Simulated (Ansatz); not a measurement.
# How the bulk modulus B0 of TaAs (model structure, started from the WC type, P-6m2, No. 187, 2 atoms in the cell) moves with the method

No measured value is used here.

| level (code) | value (GPa) | cell (Å³/atom) |
|---|---|---|
| LDA (Ansatz) | 190 | 16.66 |
| PBEsol (Ansatz) | 182 | 17.00 |
| r²SCAN (Ansatz) | 179 | 17.35 |

Density-functional levels without +SOC have no spin–orbit coupling. LDA, PBEsol, r²SCAN: the bulk modulus is −V dP/dV from two relaxed cells at ±2 % in volume. Each level is taken at its own relaxed cell. Cutoffs differ between the levels. Ansatz's density-functional and Hartree–Fock values are scalar-relativistic unless marked +SOC, with PAW data made under PBE.

A model structure was made by putting elements into a prototype or built by hand; it is no filed structure, need not be a known phase, and can be a saddle point held by its symmetry.

Ansatz is a quantum-chemistry and plane-wave program.
